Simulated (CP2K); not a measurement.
CP2K run on NaF (Fm-3m, 2 atoms in the cell): self-consistent single point.

Method: PBE, GPW, DZVP-MOLOPT-PBE-GTH basis, GTH-PBE potentials (POTENTIAL_UZH) in CP2K 2026.2.

The change in words: lattice scaled by 0.98. Reference geometry:
```yaml
crystal:
  lattice:
    - [3.20656, 0.00000, 0.00000]
    - [1.60328, 2.77696, 0.00000]
    - [1.60328, 0.92565, 2.61814]
  atoms:
    - { symbol: Na, position: [0.00000, 0.00000, 0.00000] }
    - { symbol: F, position: [0.50000, 0.50000, 0.50000] }
```

Reference input (self-consistent single point, DFT PBE, GPW, DZVP-MOLOPT-PBE-GTH basis, GTH-PBE potentials (POTENTIAL_UZH)): CUTOFF = 1000 Ry; REL_CUTOFF = 50 Ry; KPOINTS/SCHEME = MONKHORST-PACK 10 10 10; GAMMA_CENTERED = T; XC_FUNCTIONAL = PBE; Na/BASIS_SET = DZVP-MOLOPT-PBE-GTH-q9; Na/POTENTIAL = GTH-PBE-q9; F/BASIS_SET = DZVP-MOLOPT-PBE-GTH-q7; F/POTENTIAL = GTH-PBE-q7; METHOD = GPW; EPS_DEFAULT = 1e-10; NGRIDS = 5. This run's input differs from it in these lines:

```diff
@@ -59,5 +59,5 @@
     &CELL
-      A 3.20655800 0.00000000 0.00000000
-      B 1.60327900 2.77696100 0.00000000
-      C 1.60327900 0.92565400 2.61814400
+      A 3.14242600 0.00000000 0.00000000
+      B 1.57121300 2.72142100 0.00000000
+      C 1.57121300 0.90714000 2.56578000
       PERIODIC XYZ
```

Log, with long lists cut:

```
 SCF WAVEFUNCTION OPTIMIZATION

  Step     Update method      Time    Convergence         Total energy    Change
     1 NoMix/Diag. 0.30E+00      -     0.78151283       -72.3739178719 -7.24E+01
     2 Broy./Diag. 0.30E+00      -     0.09366682       -70.8226096544  1.55E+00
     3 Broy./Diag. 0.30E+00      -     0.03858469       -71.9859955394 -1.16E+00
     4 Broy./Diag. 0.30E+00      -     0.02185773       -72.2733388371 -2.87E-01
     5 Broy./Diag. 0.30E+00      -     0.00578685       -72.2148027804  5.85E-02
     6 Broy./Diag. 0.30E+00      -     0.00037436       -72.2775737851 -6.28E-02
   [... 2 lines left out ...]
     9 Broy./Diag. 0.30E+00      -     0.00002865       -72.2782914613  2.52E-04
    10 Broy./Diag. 0.30E+00      -     0.00000410       -72.2782871842  4.28E-06
    11 Broy./Diag. 0.30E+00      -     0.00000201       -72.2782864797  7.05E-07
    12 Broy./Diag. 0.30E+00      -     8.7221E-09       -72.2782892653 -2.79E-06
  *** SCF run converged in    12 steps ***

  Overlap energy of the core charge distribution:               0.00000000000000
  Self energy of the core charge distribution:               -162.43681534903396
  Core Hamiltonian energy:                                     49.29219967796421
  Hartree energy:                                              52.92456463955057
  Exchange-correlation energy:                                -12.05823823381796

  Total energy:                                               -72.27828926533712

                     Mulliken Population Analysis

 #  Atom  Element  Kind  Atomic population                           Net charge
       1     Na       1          8.151646                              0.848354
       2     F        2          7.848354                             -0.848354
   [... lines left out ...]

 STRESS| Analytical stress tensor [bar]
 STRESS|                        x                   y                   z
 STRESS|      x        1.23425777039E+05   2.97930708852E+02   2.10668646438E+02
 STRESS|      y        2.97930708852E+02   1.23081501501E+05   1.21822997243E+02
 STRESS|      z        2.10668646438E+02   1.21822997243E+02   1.22994961122E+05
 STRESS| 1/3 Trace                                             1.23167413221E+05
```

The run converged in 12 iterations. Against the reference run the free energy rises by 39.6 meV/atom, the pressure goes from 7.20 to 12.32 GPa and the gap on the mesh goes from 6.664 to 7.033 eV.

The starting cell comes from a database of computed structures (which also holds hypothetical and non-ambient phases and stackings), without a prior relaxation at this level. Its lattice was rescaled by a random factor within 2.5 % of one. For this run, on top of that: lattice scaled by 0.98. Values carry the incompleteness of an atom-centred basis. With a pressure of about 12 GPa the cell is away from its equilibrium volume at this level.

Cost on one core of a shared machine: roughly 50 s.
